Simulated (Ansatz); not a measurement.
PbS (C2/m, No. 12, 4 atoms in the cell; start mp-727323; a measured phase of this formula has another space group), treated with PBE0 (Ansatz, a first-principles code, plane waves, PAW).

Numerical settings: plane-wave cutoff 500 eV, 6×6×1 k mesh (along the axes of the cell as run), gaussian smearing 0.02 eV, scalar-relativistic PAW data made under PBE.

Cell (relaxed with r²SCAN):

```
PbS
1.0
    2.98386    -2.98290     0.00000
    2.98386     2.98290     0.00000
   -1.09868     0.00000    11.16784
Pb S
2 2
Cartesian
  0.94197   0.00000   4.15678
  3.92707   0.00000   7.01106
  3.92532   0.00000   4.35244
  0.94372   0.00000   6.81540
```

Q: Predict the band gap.

A: 
- band gap: 3.40 eV (on the SCF k mesh)

Note: cell and atoms aren't relaxed at this level; the cell has widely spaced layers and the level no dispersion term, so their spacing and the moduli can rest on weak binding.

Spin–orbit coupling is not included; with these elements it can move the gap by several tenths of an eV or more.

The computed numbers hold no vibrational or temperature effects.

A start named mp-… is a Materials Project structure, which need not be a measured phase.
